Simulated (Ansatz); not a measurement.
We consider fluorite PtAl2, described by r²SCAN0 (plane waves, PAW; Ansatz, a quantum-chemistry and plane-wave program).

Numerical settings: plane-wave cutoff 520 eV, 8×8×8 k mesh, Fermi–Dirac smearing 0.05 eV, scalar-relativistic PAW data made under PBE.

Cell (relaxed at this level):

```cif
data_Al8Pt4
_chemical_formula_sum 'Al8 Pt4'
_space_group_name_H-M_alt 'Fm-3m'
_space_group_IT_number 225
_space_group_name_Hall '-F 4 2 3'
_cell_length_a 5.87987
_cell_length_b 5.87987
_cell_length_c 5.87987
_cell_angle_alpha 90.000
_cell_angle_beta 90.000
_cell_angle_gamma 90.000
loop_
_atom_site_label
_atom_site_type_symbol
_atom_site_symmetry_multiplicity
_atom_site_Wyckoff_symbol
_atom_site_fract_x
_atom_site_fract_y
_atom_site_fract_z
_atom_site_occupancy
Al1 Al 8 c 0.25000 0.25000 0.25000 1
Pt1 Pt 4 a 0.00000 0.00000 0.00000 1
```
(The calculation used a cell of 3 atoms; values per cell refer to that cell.)

Q: Estimate the bulk modulus B0 and pressure derivative B′ of the bulk modulus that the calculation returns.

A: 
- bulk modulus B0: 148 GPa
- pressure derivative B′ of the bulk modulus: 4.3

Spin–orbit coupling is not included.

Static lattice: no zero-point or thermal effects.

Computing time: very roughly 12 core-minutes.
